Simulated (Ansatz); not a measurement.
Subject: the formation energy of the neutral F_i in Ge (diamond, Fd-3m). Reaction: 64 Ge (diamond) + 1/2 F2 (gas) → cell A.

Cell A: a supercell of 64 sites of Ge (diamond, Fd-3m) with F off the lattice sites (2 Ge at 1.95 Å); an odd number of electrons; spin state with PBE: no moments, k-point mesh 2×2×2.
```
FGe64
1.0
   11.52260     0.00000     0.00000
    0.00000    11.52260     0.00000
    0.00000     0.00000    11.52260
Ge F
64 1
Direct
  0.24652   0.24616   0.24559
  0.40903   0.34492   0.34252
  0.00153   0.99957   0.24973
  0.12519   0.12399   0.37631
  0.00120   0.25139   0.99960
  0.12522   0.37776   0.12415
  0.25056   0.00189   0.00167
  0.37757   0.12464   0.12403
  0.25276   0.25017   0.75097
  0.37603   0.37578   0.87580
  0.99939   0.00282   0.75127
  0.12639   0.12618   0.87552
  0.99902   0.25014   0.49873
  0.12125   0.37147   0.62942
  0.25045   0.99969   0.50041
  0.37543   0.12414   0.62448
  0.25236   0.74984   0.25126
  0.37568   0.87601   0.37541
  0.99919   0.50045   0.25065
  0.11680   0.63362   0.37403
  0.99981   0.75158   0.00163
  0.12727   0.87460   0.12572
  0.25083   0.50100   0.99929
  0.37607   0.62374   0.12472
  0.24746   0.76006   0.75928
  0.37741   0.88002   0.87941
  0.99973   0.50253   0.75098
  0.12459   0.62702   0.87704
  0.99568   0.75569   0.50227
  0.12389   0.87821   0.62672
  0.22006   0.53387   0.53236
  0.37402   0.63842   0.63841
  0.75324   0.24887   0.24834
  0.87472   0.37543   0.37465
  0.50139   0.99912   0.24959
  0.63055   0.12083   0.37281
  0.50207   0.24953   0.99800
  0.63516   0.37240   0.11570
  0.75091   0.00047   0.99981
  0.87784   0.12436   0.12380
  0.74966   0.25223   0.74935
  0.87697   0.37553   0.87337
  0.50133   0.00009   0.74924
  0.62662   0.12476   0.87341
  0.50849   0.24193   0.50119
  0.62490   0.37737   0.62386
  0.75193   0.99915   0.50090
  0.87459   0.12650   0.62532
  0.74931   0.75023   0.25119
  0.87406   0.87703   0.37413
  0.51357   0.49896   0.23658
  0.62473   0.62347   0.37527
  0.50060   0.75019   0.00063
  0.62622   0.87477   0.12452
  0.75509   0.50240   0.99562
  0.87515   0.62631   0.12582
  0.74978   0.75121   0.75055
  0.87549   0.87588   0.87525
  0.49880   0.50105   0.75041
  0.62521   0.62562   0.87448
  0.49850   0.74969   0.49976
  0.62524   0.87428   0.62385
  0.75103   0.50066   0.49965
  0.87412   0.62638   0.62549
  0.34359   0.46900   0.43681
```

Reference: Ge (diamond, Fd-3m), 64 atoms in the cell, the relaxed perfect crystal repeated, atoms not moved again, k-point mesh 2×2×2 on the run's own vectors.

Reference: an isolated F2 molecule (singlet) in a box of 11 × 11 × 13 Å.

All numbers come from Ansatz (a program for electronic structure), plane waves with PAW, its default PAW set, cutoff 420 eV, 500 eV for r2SCAN. The structures are at rest with PBE, within the held lattices; other levels are single points on them. Neutral cells; Fermi-Dirac smearing of at most 0.05 eV in the solids, energies taken to zero width. The lattices are those relaxed with PBE, so at other levels the solids can be strained, which adds to the spread. Larger cells are relaxed from a start prepared with the learned potential CHGNet till forces fall under 0.03 eV/Å, which some starts already meet. A dispersion term (D3(BJ), or D4 for r2SCAN) was computed beside these levels and is taken off wherever the name lacks it. The PAW files were made for PBE and serve at the other functionals too. Space groups of crystals are read within 0.01 Å. Nuclei at rest; no vibrational terms. Cells are local rest points, mostly with their start's symmetry. Values are for these cell sizes. Mesh and cell size may move defect energies by 0.1 eV or more. Cell A has symmetry C2 within 0.02 Å and got no random move, so less symmetric positions, which may lie lower, weren't tried.

**Question.** What value does r2SCAN give?

**Answer.** -1.82 eV, for 64 Ge (diamond) + 1/2 F2 (gas) → cell A.

**Question.** How does the value move with the functional?

**Answer.** 
| Functional | value (eV) | less r2SCAN |
|---|---|---|
| PBE | -1.65 | 0.17 |

The levels shown span 0.17 eV, from r2SCAN (-1.82) to PBE (-1.65).
